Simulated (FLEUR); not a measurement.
Worked example: self-consistent single point of MnO (Fm-3m, 4 atoms in the cell) in FLEUR.

Method: PBE, all-electron FLAPW (FLEUR), scalar-relativistic valence.

The change in words: lattice scaled by 0.98. Reference geometry:
```
MnO
1.0
    4.48040     2.24020     2.24020
    2.24020     4.48040     2.24020
    2.24020     2.24020     4.48040
Mn O
2 2
Direct
  0.00000   0.00000   0.00000
  0.50000   0.50000   0.50000
  0.25000   0.25000   0.25000
  0.75000   0.75000   0.75000
```
Moments meant for the start (each program seeds them in its own way; μB, in the order of the atoms Mn Mn O O): 5.0 -5.0 0.0 0.0.

Reference input (self-consistent single point, DFT, PBE, all-electron FLAPW (FLEUR), scalar-relativistic valence): Kmax = 4.2 1/bohr; GmaxXC = 16.8 1/bohr; xcFunctional = pbe; jspins = 2; l_soc = F; mode = hist; fermiSmearingEnergy = 0.00183747 Htr; mesh (inpgen div1-3) = 5 5 5; inpgen gamma flag = false; Gmax = 16.8 1/bohr; numbands = 0; maxIterBroyd = 25. This run's input differs from it in these lines:

```diff
@@ -3,5 +3,5 @@
 &input film=f /
-4.4804040000 2.2402020000 2.2402020000
-2.2402020000 4.4804040000 2.2402020000
-2.2402020000 2.2402020000 4.4804040000
+4.3907960000 2.1953980000 2.1953980000
+2.1953980000 4.3907960000 2.1953980000
+2.1953980000 2.1953980000 4.3907960000
 1.8897261246
@@ -45,5 +45,5 @@
          <bravaisMatrix>
-            <row-1>    8.4667364875623381     4.2333682437811690     4.2333682437811690</row-1>
-            <row-2>    4.2333682437811690     8.4667364875623381     4.2333682437811690</row-2>
-            <row-3>    4.2333682437811690     4.2333682437811690     8.4667364875623381</row-3>
+            <row-1>    8.2974019089891815     4.1487009544945908     4.1487009544945908</row-1>
+            <row-2>    4.1487009544945908     8.2974019089891815     4.1487009544945908</row-2>
+            <row-3>    4.1487009544945908     4.1487009544945908     8.2974019089891815</row-3>
          </bravaisMatrix>
```

The program printed (abridged):

```
 Iteration:     1   Distance:      21.60417640 me/bohr^3
 Iteration:     2   Distance:      18.25375689 me/bohr^3
 Iteration:     3   Distance:       8.63475627 me/bohr^3
 Iteration:     4   Distance:       7.59940489 me/bohr^3
 Iteration:     5   Distance:       3.79369471 me/bohr^3
   [... 9 lines left out ...]
 Iteration:    15   Distance:       0.00025369 me/bohr^3
 Iteration:    16   Distance:       0.00001495 me/bohr^3
 Iteration:    17   Distance:       0.00001150 me/bohr^3
 Iteration:    18   Distance:       0.00000316 me/bohr^3
 Run finished successfully
 Stop message:
   Structural relaxation: Done

[file out, last iteration]
             iter=     19
[...]
          total density-effective poten   -3.9135307296E+03
          total charge density-energy d   -1.2195926194E+02
 Updated energy parameters for spin:           1
 Updated energy parameters for spin:           2
[...]
 fermi energy and band-weighting factors:
    0.964224

[...]
FERMIE:
          first approx. to ef    (T=0)  :   0.333096 htr   (energy of the highest occ. eigenvalue)
          number of occ. states  (T=0)  :        798
          first approx. to seigv (T=0)  : -23.809563 htr
          sum of weights of occ. states :  42.000000
          sum of semicore charge        :   0.000000 e
FERHIS:  Fermi-Energy by histogram:
          bandgap                     :   0.039182 htr
   [... lines left out ...]
          charge neutrality (T=0)     :   0.000000    (zero if the highest occ. eigenvalue is "entirely" occupied)
 Direct bandgap for spin            1 :    5.1337064276369582E-002  Htr
 Direct bandgap for spin            2 :    5.1337065241046365E-002  Htr
 ---->    free energy=                     -2467.8446114886 htr
   [... lines left out ...]
 TOTAL FORCE FOR ATOM TYPE=  1  X=  0.000   Y=  0.000   Z=  0.000
                       FX_TOT= 0.000000 FY_TOT= 0.000000 FZ_TOT= 0.000000
 TOTAL FORCE FOR ATOM TYPE=  2  X=  8.297   Y=  8.297   Z=  8.297
                       FX_TOT= 0.000000 FY_TOT= 0.000000 FZ_TOT= 0.000000
 TOTAL FORCE FOR ATOM TYPE=  3  X=  4.149   Y=  4.149   Z=  4.149
                       FX_TOT= 0.000000 FY_TOT= 0.000000 FZ_TOT= 0.000000
 Structural relaxation: Done
```

The run converged in 18 iterations. FLEUR gives forces in its relaxation mode, with a further iteration, so its stop message speaks of a relaxation. Against the reference run the free energy goes up by 3.6 meV/atom and the gap on the mesh goes from 0.872 to 1.066 eV.

The starting cell has typed, rounded lattice constants, without a prior relaxation at this level. Its lattice was rescaled by a random factor within 2.5 % of one. For this run, on top of that: lattice scaled by 0.98. The magnetic order is the one reached from the typed start; others were not searched systematically. Values depend on the basis (sphere radii, cutoffs, local orbitals), which need not be converged.

Cost on one core of a shared machine: roughly 2 min.
